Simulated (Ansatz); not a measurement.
We look at the surface energy of the Si(111) slab with 2 Br, the mean of its two faces, with the listed reservoirs for the atoms in excess. Reaction: 2 Br (Cmce) + 12 Si (diamond) → cell A.

Cell A: a slab of Si (diamond, Fd-3m) cut along (111), 14 atoms, hexagonal cell of 3.83 Å (12.7 Å²), symmetry P-3m1, 20.9 Å thick under 16 Å of vacuum, in-plane vectors held at the crystal's; planes from bottom to top: Br | Si × 12 | Br; added, foreign or displaced atoms, above the top plane and below the bottom plane: two times Br bound to 1 Si at 2.24 Å; spin state with PBE: run without spin, k-point mesh 9×9×1.
```
CELL_PARAMETERS angstrom
      3.83354     0.00000     0.00000
     -1.91677     3.31994     0.00000
      0.00000     0.00000    36.85472
ATOMIC_POSITIONS crystal
  Si 0.00000 0.00000 0.27736
  Si 0.33333 0.66667 0.29821
  Si 0.33333 0.66667 0.36199
  Si 0.66667 0.33333 0.38325
  Si 0.66667 0.33333 0.44693
  Si 0.00000 0.00000 0.46815
  Si 0.00000 0.00000 0.53185
  Si 0.33333 0.66667 0.55307
  Si 0.33333 0.66667 0.61675
  Si 0.66667 0.33333 0.63801
  Si 0.66667 0.33333 0.70179
  Si 0.00000 0.00000 0.72264
  Br 0.00000 0.00000 0.78329
  Br 0.00000 0.00000 0.21671
```

Reference: Br (Cmce), 4 atoms in the cell, k-point mesh 10×10×4 on the run's own vectors. Conventional cell: a = 6.981 Å, b = 4.147 Å, c = 8.579 Å, α = 90.00°, β = 90.00°, γ = 90.00°.

Reference: Si (diamond, Fd-3m), 2 atoms in the cell, a perfect crystal on lattice vectors that match the other cells', k-point mesh 9×9×9 on the run's own vectors.

Computed with Ansatz (plane waves, PAW), its default PAW set, cutoff 420 eV, 500 eV for r2SCAN. The structures are at rest with PBE+D3(BJ), within the held lattices; other levels are single points on them. HSE06 runs on coarser k-point meshes, mended by the PBE difference between the two meshes. Neutral cells; Fermi-Dirac smearing of at most 0.05 eV in the solids, energies taken to zero width. The lattices are those relaxed with PBE+D3(BJ), so at other levels the solids can be strained, which adds to the spread. A dispersion term (D3(BJ), or D4 for r2SCAN) was computed beside these levels and is taken off wherever the name lacks it. No zero-point or thermal terms. Cells are local rest points, mostly with their start's symmetry. Values are for these cell sizes. Cell A has symmetry P-3m1 and got no random move, so less symmetric positions, which may lie lower, weren't tried.

**Question.** What is the computed value (PBE)?

**Answer.** -1.11 J/m², for 2 Br (Cmce) + 12 Si (diamond) → cell A.

**Question.** What do the other levels give, and how wide is the spread?

**Answer.** 
| Level | value (J/m²) | less PBE |
|---|---|---|
| PBE+D3(BJ) | -0.95 | 0.16 |
| r2SCAN | -1.23 | -0.12 |
| HSE06 | -1.27 | -0.16 |

The levels span 0.32 J/m², from HSE06 (-1.27) to PBE+D3(BJ) (-0.95).

Ansatz is a program for electronic structure.
